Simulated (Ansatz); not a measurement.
Take SiC in the wurtzite structure (space group P6_3mc, No. 186; a = 3.0759 Å, c = 5.0477 Å) as the base.

It is then changed as follows: a negative pressure, −1 GPa.

Levels (all Ansatz, a program for electronic structure, PAW): PBEsol (420 eV, no spin-orbit coupling); r2SCAN (500 eV, no spin-orbit coupling).

The geometry is relaxed with PBEsol.

| Quantity | Value |
|---|---|
| PBEsol gap character | indirect, Γ → K |
| PBEsol lowest conduction level above the VBM at special points | K 2.13 eV; M 2.65 eV; L 3.17 eV; Γ 4.70 eV |
| PBEsol smallest direct gap | 3.85 eV |

With r2SCAN at the same geometry, the gap character remains indirect, Γ → K; the lowest conduction level above the VBM at special points goes from K 2.13 eV; M 2.65 eV; L 3.17 eV; Γ 4.70 eV to K 2.66 eV; M 3.21 eV; L 3.70 eV; Γ 5.32 eV; the smallest direct gap goes up by 0.61 eV, from 3.85 eV to 4.46 eV.

Single points use the geometry relaxed with PBEsol. Their cutoffs differ, which shifts pressures a little. Load acts through the strain it causes; cell and atoms are relaxed under it. Stability against distortions was not tested.
